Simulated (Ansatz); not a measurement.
Here is the system:

```
CELL_PARAMETERS angstrom
      0.00000     2.23797     2.23797
      2.23797     0.00000     2.23797
      2.23797     2.23797     0.00000
ATOMIC_POSITIONS crystal
  N  0.75000 0.75000 0.75000
  Ga 0.00000 0.00000 0.00000
```

A single point on GaN with a change (pressure 3 GPa), its geometry relaxed with r2SCAN.

Computed with Ansatz (an electronic-structure program), HSE06, PAW, cutoff 420 eV, noncollinear with spin-orbit coupling, earlier PAW set. k-mesh 8×8×8 (Γ-centred); smearing 0.01 eV (Fermi–Dirac).

### Question
Predict the valence-band top at Γ (three highest Kramers pairs, from the VBM).

### Answer
0.00, 0.00, -0.02 eV.

### Question
Predict the band gap.

### Answer
3.10 eV.

Single points use the geometry relaxed with r2SCAN. Load acts through the strain it causes; cell and atoms are relaxed under it. Whether these cells are dynamically stable was not tested. Tetrahedral semiconductors of this kind turn to denser phases somewhere between about 1 and 50 GPa; those were not computed, so compressed cells here can lie past the real transition. The cell was made from GaN in the zinc blende structure (space group F-43m, No. 216) by this change: pressure 3 GPa. This is not the structure that GaN has at room temperature and ambient pressure.
